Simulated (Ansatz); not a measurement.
B20 (FeSi-type) CoSi: LDA at its full settings (plane-wave cutoff 520 eV, 12×12×12 k mesh, Fermi–Dirac smearing 0.05 eV, no spin polarisation, scalar-relativistic PAW data made under PBE) and at cheaper ones, in a cell of 8 atoms with Γ-centred meshes.

```tsv
level and setting	lattice constant a (Å)	bulk modulus (GPa)
LDA (Ansatz)	4.350	254
LDA (Γ point alone) (Ansatz)	4.411	190
LDA (2×2×2 k mesh) (Ansatz)	4.359	250
LDA (4×4×4 k mesh) (Ansatz)	4.350	254
```

Largest shifts from the full settings: lattice constant a +1.40 % (LDA (Γ point alone)), against a difference of -2.12 % of the full result from the reference 4.444 Å (measured, temperature not stated, not corrected to a static lattice; as tabulated in Wikipedia's data pages); bulk modulus -25 % (LDA (Γ point alone)), against a difference of +23 % of the full result from the reference 207 GPa (measured, temperature not stated, no zero-point or thermal correction; as tabulated in Electronic Structure of B20 (FeSi-Type) Transition-Metal Monosilicides …).

The full settings aren't shown to be converged themselves.

Ansatz's density-functional and Hartree–Fock values are scalar-relativistic unless marked +SOC, with PAW data made under PBE.

Run with cheap settings on purpose, which may leave them unconverged: LDA (2×2×2 k mesh), LDA (4×4×4 k mesh), LDA (Γ point alone).

Ansatz is a first-principles code.
